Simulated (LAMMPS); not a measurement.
Consider a melt of Al (fcc) with 75 % of Al sites Co, 2048 atoms, cooled from 2180 K to 300 K at 1e+14 K/s, at zero pressure in molecular dynamics.

Method: classical MD, pair style eam/alloy, file CoAl.eam.alloy, run in LAMMPS.

| angle (°) | probability per degree, Al-Co-Co | probability per degree, Co-Co-Co | probability per degree, Al-Co-Al |
|---|---|---|---|
| 40.50 | 0.0000 | 0.0000 | 0.0000 |
| 43.50 | 0.0004 | 0.0004 | 0.0000 |
| 46.50 | 0.0037 | 0.0030 | 0.0000 |
| 49.50 | 0.0100 | 0.0080 | 0.0001 |
| 52.50 | 0.0176 | 0.0140 | 0.0008 |
| 55.50 | 0.0252 | 0.0200 | 0.0026 |
| 58.50 | 0.0267 | 0.0237 | 0.0057 |
| 61.50 | 0.0221 | 0.0198 | 0.0097 |
| 64.50 | 0.0140 | 0.0125 | 0.0117 |
| 67.50 | 0.0085 | 0.0075 | 0.0128 |
| 70.50 | 0.0054 | 0.0050 | 0.0111 |
| 73.50 | 0.0038 | 0.0040 | 0.0104 |
| 76.50 | 0.0033 | 0.0039 | 0.0089 |
| 79.50 | 0.0033 | 0.0042 | 0.0089 |
| 82.50 | 0.0040 | 0.0045 | 0.0096 |
| 85.50 | 0.0043 | 0.0054 | 0.0108 |
| 88.50 | 0.0051 | 0.0061 | 0.0111 |
| 91.50 | 0.0058 | 0.0070 | 0.0120 |
| 94.50 | 0.0065 | 0.0080 | 0.0119 |
| 97.50 | 0.0072 | 0.0089 | 0.0128 |
| 100.5 | 0.0081 | 0.0100 | 0.0134 |
| 103.5 | 0.0094 | 0.0110 | 0.0141 |
| 106.5 | 0.0098 | 0.0122 | 0.0150 |
| 109.5 | 0.0107 | 0.0134 | 0.0158 |
| 112.5 | 0.0112 | 0.0135 | 0.0149 |
| 115.5 | 0.0114 | 0.0129 | 0.0131 |
| 118.5 | 0.0109 | 0.0116 | 0.0113 |
| 121.5 | 0.0100 | 0.0101 | 0.0080 |
| 124.5 | 0.0086 | 0.0081 | 0.0071 |
| 127.5 | 0.0073 | 0.0065 | 0.0055 |
| 130.5 | 0.0061 | 0.0054 | 0.0058 |
| 133.5 | 0.0052 | 0.0047 | 0.0056 |
| 136.5 | 0.0047 | 0.0042 | 0.0047 |
| 139.5 | 0.0046 | 0.0041 | 0.0045 |
| 142.5 | 0.0043 | 0.0040 | 0.0050 |
| 145.5 | 0.0043 | 0.0042 | 0.0048 |
| 148.5 | 0.0040 | 0.0041 | 0.0046 |
| 151.5 | 0.0041 | 0.0040 | 0.0043 |
| 154.5 | 0.0038 | 0.0038 | 0.0044 |
| 157.5 | 0.0037 | 0.0036 | 0.0037 |
| 160.5 | 0.0033 | 0.0034 | 0.0032 |
| 163.5 | 0.0029 | 0.0031 | 0.0032 |
| 166.5 | 0.0026 | 0.0028 | 0.0033 |
| 169.5 | 0.0022 | 0.0026 | 0.0028 |
| 172.5 | 0.0017 | 0.0021 | 0.0022 |
| 175.5 | 0.0011 | 0.0015 | 0.0016 |
| 178.5 | 0.0004 | 0.0005 | 0.0004 |

Read from the full data:
- state found: glass
- most common Al-Co-Co angle: at the 3° bin centred on 58.5°, after smoothing over three bins (mean of all 94°)
- most common Co-Co-Co angle: at the 3° bin centred on 58.5°, after smoothing over three bins (mean of all 97°)
- most common Al-Co-Al angle: at the 3° bin centred on 109.5°, after smoothing over three bins (mean of all 104°)
